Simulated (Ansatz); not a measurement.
Q: Name crystals whose electron conductivity mass lies between 0.081 and 0.127 mₑ and whose band gap lies between 0.99 and 1.54 eV, by PBEsol, rigid bands (Ansatz, a quantum-chemistry and plane-wave program).

A: Many crystals can fit; among those computed here:
- ZnSe (F-43m): 0.102 mₑ, 1.24 eV

Masses are for dilute carriers at 300 K, harmonic means over directions unless an axis is named. Spin-orbit coupling is left out.
